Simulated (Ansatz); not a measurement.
The reference is ZrB2 (space group P6/mmm, No. 191; relaxed with 0.1 eV smearing).

```
CELL_PARAMETERS angstrom
      3.15522     0.00000     0.00000
     -1.57761     2.73250     0.00000
      0.00000     0.00000     3.50621
ATOMIC_POSITIONS crystal
  Zr 0.00000 0.00000 0.00000
  B  0.66667 0.33333 0.50000
  B  0.33333 0.66667 0.50000
```

Cartesian axes are those of the cell as printed.

Method: Kohn–Sham DFT with the PBEsol functional, run in Ansatz (an electronic-structure program) with PAW and 420 eV plane waves, scalar-relativistic without spin-orbit coupling.

The change: the cell is compressed by 1.50 % along z with no lateral relaxation, atoms relaxed at fixed cell.

Question: Predict the stress tensor and what it implies for the stiffness.

Answer: Stress of the strained cell less that of the base (GPa, compression positive):
```
    2.0     0.0     0.0
    0.0     2.0     0.0
    0.0     0.0     7.1
```

Then −Δσ_ii/ε with ε = -0.0150 gives secant stiffness values (nonlinear terms included at this strain): C33 ≈ 472 GPa, C13 ≈ 136 GPa and C23 ≈ 136 GPa.

No phonon test of stability was made. The final runs are not spin-polarised.
